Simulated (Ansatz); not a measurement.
Where the default PAW files enter, the runs use the earlier of Ansatz's two default sets.

```yaml
crystal:
  lattice:
    - [3.87577, 0.04224, 0.00000]
    - [1.70988, 3.47847, 0.00000]
    - [0.00000, 0.00000, 8.10531]
  atoms:
    - { symbol: Cl, position: [0.12407, 0.87593, 0.60889] }
    - { symbol: Cl, position: [0.87593, 0.12407, 0.39111] }
    - { symbol: Cl, position: [0.37593, 0.62407, 0.10889] }
    - { symbol: Cl, position: [0.62407, 0.37593, 0.89111] }
```

Space group of this cell: Cmce. The cell was relaxed by PBE-D3(BJ).

Transport runs along the normal of the first two printed cell vectors.

The gap is the functional's own. No spin-orbit coupling. Mid-gap values are interpolated on the energy grid.

### Question
Predict the band gap and the smallest decay constant κ at mid-gap from r2SCAN run with Ansatz (a program for electronic structure).

### Answer
Gap 2.54 eV on a 10×10×4 mesh; κ = 0.284 1/Å, at (0.500, 0.000) of the in-plane reciprocal vectors. At the zone centre, at the nearest computed energy, the slowest state has κ = 0.48 1/Å.
